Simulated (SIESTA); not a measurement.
Worked example: self-consistent single point of MgO (Fm-3m, 2 atoms in the cell) in SIESTA.

Method of the run: GGA PBE, numerical atomic orbitals DZP, PseudoDojo PBE standard norm-conserving potentials (rewritten from UPF to PSML) (SIESTA 5.4.2).

The change in words: lattice scaled by 0.98. Reference geometry:
```yaml
crystal:
  lattice:
    - [0.00000, 2.10500, 2.10500]
    - [2.10500, 0.00000, 2.10500]
    - [2.10500, 2.10500, 0.00000]
  atoms:
    - { symbol: Mg, position: [0.00000, 0.00000, 0.00000] }
    - { symbol: O, position: [0.50000, 0.50000, 0.50000] }
```

Reference input (self-consistent single point, DFT, GGA PBE, numerical atomic orbitals DZP, PseudoDojo PBE standard norm-conserving potentials (rewritten from UPF to PSML)): XC.functional = GGA; XC.authors = PBE; potentials = PseudoDojo PBE standard; PAO.BasisSize = DZP; PAO.EnergyShift = 0.01 Ry; MeshCutoff = 300 Ry; kgrid.MonkhorstPack = 7 7 7; OccupationFunction = FD; ElectronicTemperature = 10 meV; MaxSCFIterations = 150; SCF.Mixer.Method = Pulay; SCF.Mixer.Weight = 0.25. This run's input differs from it in these lines:

```diff
@@ -10,7 +10,7 @@
 %endblock ChemicalSpeciesLabel
-LatticeConstant              2.976920 Ang
+LatticeConstant              2.917381 Ang
 %block LatticeVectors
-     0.000000000    0.707106674    0.707106674
-     0.707106674    0.000000000    0.707106674
-     0.707106674    0.707106674    0.000000000
+     0.000000000    0.707106819    0.707106819
+     0.707106819    0.000000000    0.707106819
+     0.707106819    0.707106819    0.000000000
 %endblock LatticeVectors
@@ -19,3 +19,3 @@
      0.000000000    0.000000000    0.000000000  1
-     0.707106674    0.707106674    0.707106674  2
+     0.707106819    0.707106819    0.707106819  2
 %endblock AtomicCoordinatesAndAtomicSpecies
```

The program printed (abridged):

```
        iscf     Eharris(eV)        E_KS(eV)     FreeEng(eV)     dDmax    Ef(eV) dHmax(eV)
   scf:    1    -2058.406794    -2066.861506    -2066.861506  1.290877 -6.433030  7.231699
   scf:    2    -2068.808895    -2067.994619    -2067.994619  0.222819 -3.373695  2.977203
   scf:    3    -2068.239920    -2068.176919    -2068.176919  0.142286 -4.428863  1.200228
   scf:    4    -2068.185419    -2068.182172    -2068.182172  0.038949 -5.345735  0.130243
   scf:    5    -2068.182439    -2068.182514    -2068.182514  0.008225 -5.360412  0.034857
   scf:    6    -2068.182574    -2068.182556    -2068.182556  0.001398 -5.355558  0.001053
   scf:    7    -2068.182556    -2068.182556    -2068.182556  0.000001 -5.355588  0.001090
mix: Pulay -- inversion failed, > SVD [rank/size] 4 / 6
   scf:    8    -2068.182556    -2068.182556    -2068.182556  0.000038 -5.354809  0.000441
SCF Convergence by DM+H criterion
max |DM_out - DM_in|         :     0.0000384663
max |H_out - H_in|      (eV) :     0.0004407962
SCF cycle converged after 8 iterations

Using DM_out to compute the final energy and forces

siesta: E_KS(eV) =            -2068.1826

siesta: E_KS - E_eggbox =     -2068.1826

siesta: Atomic forces (eV/Ang):
     1   -0.000000   -0.000000   -0.000000
     2   -0.000000    0.000000    0.000000
   Tot   -0.000000   -0.000000    0.000000
   Max    0.000000
   Res    0.000000    sqrt( Sum f_i^2 / 3N )
   Max    0.000000    constrained

Stress tensor Voigt[x,y,z,yz,xz,xy] (kbar):     -166.28     -166.28     -166.28       -0.63       -0.63       -0.63
(Free)E + p*V (eV/cell)    -2066.3603
Target enthalpy (eV/cell)    -2068.1826

siesta: Program's energy decomposition (eV):
siesta: FreeEng =     -2068.182556

   [... lines left out ...]
siesta: Cell volume =         17.557575 Ang**3
siesta:         166.28365112        166.28365112  kBar
   [... lines left out ...]
               2s      2s      2py     2pz     2px     2py     2pz     2px
               3Pdxy   3Pdyz   3Pdz2   3Pdxz   3Pdx2-y2
   2  7.022   1.691   0.014   2.197   2.197   2.197  -0.432  -0.432  -0.432
              0.003   0.003   0.006   0.003   0.006

mulliken: Qtot =       16.000

Mulliken Atomic Populations:
Atom #   charge [q] valence [e]  Species
     1     1.022480    8.977520  Mg
     2    -1.022480    7.022480  O
 Total     0.000000
```

The run converged in 8 iterations. Against the reference run the free energy goes up by 35.5 meV/atom, the pressure goes from 4.75 to 16.63 GPa and the gap on the mesh goes from 4.631 to 5.271 eV.

The starting cell has typed, rounded lattice constants, without a prior relaxation at this level. For this run, on top of that: lattice scaled by 0.98. Values carry the incompleteness of an atom-centred basis. With a pressure of about 17 GPa the cell is away from its equilibrium volume at this level.
